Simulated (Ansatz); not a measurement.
## Evanescent states of SiC (P6_3mc, 8 atoms a cell, 10.3 Å³ an atom) along the normal of (001)

Level of theory: r2SCAN (plane waves, PAW; Ansatz, a program for electronic structure).

The gap is the functional's own, uncorrected, and κ follows it; spin-orbit coupling is left out. Mid-gap means the computed energy nearest the middle.

Energies count from the valence-band top; κ is the least over a 12×12 mesh across the current.

| E (eV) | κ (1/Å) | where |
|---|---|---|
| 0.07 | 0.077 | Γ |
| 0.20 | 0.111 | Γ |
| 0.33 | 0.136 | Γ |
| 0.46 | 0.156 | Γ |
| 0.58 | 0.173 | Γ |
| 0.71 | 0.188 | Γ |
| 0.84 | 0.201 | Γ |
| 0.97 | 0.213 | Γ |
| 1.10 | 0.224 | Γ |
| 1.24 | 0.234 | Γ |
| 1.36 | 0.243 | Γ |
| 1.50 | 0.235 | off Γ |
| 1.62 | 0.226 | off Γ |
| 1.75 | 0.215 | off Γ |
| 1.89 | 0.203 | off Γ |
| 2.02 | 0.188 | off Γ |
| 2.15 | 0.170 | off Γ |
| 2.27 | 0.148 | off Γ |
| 2.40 | 0.118 | off Γ |
| 2.54 | 0.070 | off Γ |

Problem. How thick must the barrier be to attenuate the transmission by 10^4 when the electrodes' Fermi level lies at 1.62 eV, and what attenuation does that film give at 0.58 eV?

Solution. d = 4 ln 10 / (2 × 0.226) = 20.4 Å. At 0.58 eV it gives 4 × 0.173/0.226 = 3.1 decades.
